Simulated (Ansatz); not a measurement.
Hypothetical R3c PbZrO3: pressure series

Consider PbZrO3 (space group R3c, No. 161; a = 5.9120 Å, c = 14.6973 Å (hexagonal axes); a hypothetical phase, not in the database extracts checked).

Cell and atoms are relaxed at each pressure.

Computed with PBE/PAW in Ansatz (a first-principles code), without spin-orbit coupling.

Candidates:
(a) pressure −1 GPa
(b) pressure 7.5 GPa
(c) pressure 5 GPa
(d) pressure 0.7 GPa
(e) pressure −2 GPa

Before the change:

| Quantity | Result |
|---|---|
| Band gap | 3.06 eV |

### Question
Order them by band gap, highest first.

### Answer
(e) pressure −2 GPa (3.14 eV), (a) pressure −1 GPa (3.09 eV), (d) pressure 0.7 GPa (3.04 eV), (c) pressure 5 GPa (2.97 eV), (b) pressure 7.5 GPa (2.94 eV)

With Pb present, leaving out spin-orbit coupling can change the band edges. Load acts through the strain it causes; cell and atoms are relaxed under it. Whether these cells are dynamically stable was not tested. No other phases were tried under pressure.
